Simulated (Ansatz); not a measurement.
# Sb under a change: uniaxial strain ε_yy = +2.50 %

Take Sb (space group R-3m, No. 166; a = 4.3263 Å, c = 11.3390 Å (hexagonal axes); layered; relaxed with 0.1 eV smearing) as the base. Axes: x lies along a and z along c of the hexagonal cell.

Modification: the cell is stretched by 2.50 % along y with no lateral relaxation; the atoms relax in the strained cell.

Level of theory: r2SCAN+rVV10, PAW, 500 eV (Ansatz, a quantum-chemistry and plane-wave program; no spin-orbit coupling). Γ-centred 16×16×16 mesh, Fermi–Dirac width 0.1 eV.

| quantity | base | changed | shift |
|---|---|---|---|
| volume per atom | 30.63 Å³ | 31.40 Å³ | +0.77 Å³ |
| space group | R-3m (No. 166) | C2/m (No. 12) | – |
| energy relative to the base (free energy F) | 0 meV/atom | +5.6 meV/atom | +5.6 meV/atom |
| pressure (mean of the normal stresses, compression positive) | 0.0 GPa | -1.2 GPa | -1.2 GPa |
| band gap | zero | zero | – |
| stress (xx, yy, zz, yz, xz, xy; compression positive) | – | (-0.7, -2.3, -0.5, -0.5, 0.0, 0.0) GPa | – |

Final structure:

```
CELL_PARAMETERS angstrom
      2.16313     1.28010     3.77967
     -2.16313     1.28010     3.77967
      0.00000    -2.56021     3.77967
ATOMIC_POSITIONS crystal
  Sb 0.23171 0.23171 0.23390
  Sb 0.76829 0.76829 0.76610
```

Spin-orbit coupling, missing from the scalar runs, can matter with Sb. Stability against distortions was not tested.
